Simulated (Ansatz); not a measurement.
Consider ZnS in the wurtzite structure (space group P6_3mc, No. 186).

Calculations: PBE (Ansatz, a program for electronic structure), spin-orbit coupling left out.

Measured: band gap 3.91 eV (temperature not stated; as listed in Mehmet Aras, Çetin Kılıç, The Journal of Chemical Physics (2014)).

Question: What do the calculations give for these quantities, and how do they miss?

Answer: 
```
level  band gap
-----  --------
PBE     2.08 eV
```

Computed minus measured — band gap: PBE -1.83 eV. Measured values not marked as corrected hold thermal and zero-point effects that the static-lattice runs lack. A measured gap can be an optical one, lowered by exciton binding.

Stability against distortions was not tested.
